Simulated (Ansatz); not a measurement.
The parent structure is AlN in the wurtzite structure (space group P6_3mc, No. 186; a = 3.107 Å, c = 4.978 Å). Axes: x lies along a and z along c of the hexagonal cell.

Level of theory: DFT with r2SCAN, PAW potentials and a 500 eV plane-wave cutoff in Ansatz (a quantum-chemistry and plane-wave program), scalar-relativistic without spin-orbit coupling.

Before the change:

```
Item                                  Result
---------------------  ---------------------
Valence-band top at Γ  0.00, -0.22, -0.22 eV
Band gap                             4.88 eV
```

The change: uniaxial strain ε_xx = −2.75 %, all other strain components held at zero, atoms relaxed at fixed cell.

Problem. How does this affect the electron mass, valence-band top at Γ, energy relative to the base, band gap and stress?

Solution. The electron mass is 0.30 mₑ along z, 0.32 mₑ across (at Γ); the valence-band top at Γ (three highest levels, from the VBM) goes from 0.00, -0.22, -0.22 eV to 0.00, 0.00, -0.20 eV; the energy increases by 10 meV/atom; the band gap increases by 0.32 eV, from 4.88 eV to 5.20 eV; the stress (xx, yy, zz, yz, xz, xy; compression positive) is (12.01, 4.02, 3.02, 0.00, 0.00, 0.00) GPa.

Effective masses come from finite differences of ±0.01 Å⁻¹. No phonon test of stability was made.
